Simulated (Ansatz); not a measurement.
We consider RuC (R-3m, No. 166, 4 atoms in the cell; start mp-999259), described by LDA in Ansatz (PAW).

Settings: plane-wave cutoff 520 eV, 22×22×22 k mesh, Fermi–Dirac smearing 0.05 eV, no spin polarisation, scalar-relativistic PAW data made under PBE.

Cell (relaxed at this level):

Space group R-3m, hexagonal axes (No. 166); a = 2.7277 Å, b = 2.7277 Å, c = 18.6046 Å, α = 90.00°, β = 90.00°, γ = 120.00°

| atom | site | symmetry | x | y | z |
|---|---|---|---|---|---|
| Ru | 6c | 3m | 0.0000 | 0.0000 | 0.2284 |
| C | 6c | 3m | 0.0000 | 0.0000 | 0.0373 |
(The calculation used a cell of 4 atoms; values per cell refer to that cell.)

Q: What does this level give for the bulk modulus?

A: 
* **bulk modulus**: 336 GPa

Note: the run has no spin polarisation, so it can have missed a magnetic state; the bulk modulus is −V dP/dV from two relaxed cells at ±2 % in volume; the relaxation could not lower the start's symmetry, so the cell can be a saddle point above a distorted one.

Computed values are for the static lattice.

The result took about 11 core-minutes (a rough figure).

A start named mp-… is a Materials Project structure, which need not be a measured phase.

Ansatz is a program for electronic structure.
